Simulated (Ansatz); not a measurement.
# SiC, response to strain

The parent structure is SiC (space group P6_3mc, No. 186; a = 3.078 Å, c = 10.076 Å). Axes: x lies along a and z along c of the hexagonal cell.

Strains are applied to the cell and any free atomic positions relax; under biaxial strain the out-of-plane vector relaxes too.

The values are results of Kohn–Sham DFT with the PBEsol functional, run in Ansatz (a first-principles code) with PAW and 420 eV plane waves, no spin-orbit coupling, not measurements.

| variant | band gap | out-of-plane strain | smallest direct gap |
|---|---|---|---|
| base | 2.12 eV | – | 3.24 eV |
| biaxial strain −3.00 %, plane normal [001], relaxed out of plane | 1.83 eV | +0.69 % | 3.09 eV |
| biaxial strain −2.25 %, plane normal [001], relaxed out of plane | 1.92 eV | +0.51 % | 3.14 eV |
| biaxial strain −1.50 %, plane normal [001], relaxed out of plane | 1.99 eV | +0.33 % | 3.18 eV |
| biaxial strain −0.75 %, plane normal [001], relaxed out of plane | 2.06 eV | +0.16 % | 3.22 eV |

Whether these cells are dynamically stable was not tested.
